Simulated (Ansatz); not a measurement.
Input of the mobility step, LDA, finite-displacement electron-phonon coupling, linearised Boltzmann equation (Ansatz, a quantum-chemistry and plane-wave program), Si (Fd-3m). Condition of this run: hydrostatic pressure 9 GPa (the target of the relaxation).

Ansatz 0.2 input:
```
crystal:
  lattice:
    - [0.0, 2.6308341943, 2.6308341943]
    - [2.6308341943, 0.0, 2.6308341943]
    - [2.6308341943, 2.6308341943, 0.0]
  atoms:
    - { symbol: Si, position: [0.0, 0.0, 0.0] }
    - { symbol: Si, position: [0.25, 0.25, 0.25] }
kpoints:
  mp_grid: { grid: [8, 8, 8] }
hamiltonian:
  xc: lda
  pseudopotentials: { kind: paw }
scf:
  occupations: { method: fixed }
phonons:
  supercell: [4, 4, 4]
  carrier_mobility: { temperatures: [150, 200, 250, 300, 350, 400, 500, 600] }
```

An excerpt of its output:

```
--- Carrier mobility (electrons): potentials and phonons of a 4×4×4 supercell ---
  scattering by the run's harmonic phonons alone; scattering by impurities, by other carriers and their screening is left out, and so is spin–orbit coupling
  band edge at 7.3821 eV
  valley at (0.0000 0.4327 0.4327), 6 points alike, 0.00 meV above the edge
  a displaced site's charge and quadrupole, each over the dielectric constant: up to 0.000 e and 0.488 e·Å; the charges' sum missed by 0.102 e
  the run chose the mesh 104×104×104 (1.5 steps from a valley's bottom to the thermal energy of 150 K, as the couplings on a denser one leave too little of the memory); type phonons.carrier_mobility.mesh for another
  mobility, cm²/(V·s), of a tensor a third of its trace; what the velocities' spread within the cells of the mesh adds; mean energy transported, in kT; Lorenz number, in (k/e)²:
           mesh  steps/k_T     T (K)         cm⁻³     solution         MRTA        SERTA  in cells    energy    Lorenz
    104×104×104       1.46    150.00          few     7.7859e3     7.7604e3     7.5772e3    8.23 %     1.814     1.447
    104×104×104       1.69    200.00          few     4.2891e3     4.2784e3     4.1873e3    6.27 %     1.745     1.303
    104×104×104       1.89    250.00          few     2.6258e3     2.6207e3     2.5716e3    5.14 %     1.691     1.254
    104×104×104       2.07    300.00          few     1.7395e3     1.7368e3     1.7081e3    4.40 %     1.652     1.255
    104×104×104       2.24    350.00          few     1.2229e3     1.2214e3     1.2036e3    3.89 %     1.626     1.279
    104×104×104       2.39    400.00          few     8.9982e2     8.9890e2     8.8730e2    3.51 %     1.608     1.316
    104×104×104       2.67    500.00          few     5.3865e2     5.3823e2     5.3284e2    2.98 %     1.593     1.405
    104×104×104       2.93    600.00          few     3.5482e2     3.5458e2     3.5193e2    2.60 %     1.596     1.498
       52×52×52       0.73    150.00          few     8.2880e3     8.2588e3     8.2601e3   31.67 %     1.745     1.444
       52×52×52       0.85    200.00          few     4.4401e3     4.4281e3     4.4213e3   24.78 %     1.706     1.309
       52×52×52       0.95    250.00          few     2.6842e3     2.6785e3     2.6729e3   20.55 %     1.668     1.262
       52×52×52       1.04    300.00          few     1.7671e3     1.7641e3     1.7603e3   17.72 %     1.638     1.262
       52×52×52       1.12    350.00          few     1.2384e3     1.2367e3     1.2342e3   15.70 %     1.616     1.286
       52×52×52       1.20    400.00          few     9.0956e2     9.0851e2     9.0692e2   14.18 %     1.602     1.321
       52×52×52       1.34    500.00          few     5.4343e2     5.4295e2     5.4244e2   12.02 %     1.590     1.408
       52×52×52       1.46    600.00          few     3.5768e2     3.5741e2     3.5745e2   10.54 %     1.594     1.498
  SERTA leaves out what is scattered into a state
  not converged in the mesh: from the mesh of half the divisions the mobility moves by up to 6.45 %; 8.2 % of it stand in the velocities' spread within the cells; MRTA moves by up to 6.42 %
  the changes of the potential over all sites missed a rigid shift's by 0.01 % (the site terms' by 0.17 %)
  the long waves of the potentials, up to 0.517 1/Å, are read off 3 elongated supercells
  the phonons are corrected at the wavevectors of the elongated supercells: the repeat alone misses a frequency there by up to 10.06 %, and what leaves one of them out by up to 7.77 %
```

Scattering by harmonic phonons alone: no impurities, screening or carrier-carrier scattering, bands fixed at 0 K. From a coarser fine mesh the values given move by up to 6 %. The mesh was bound by memory.
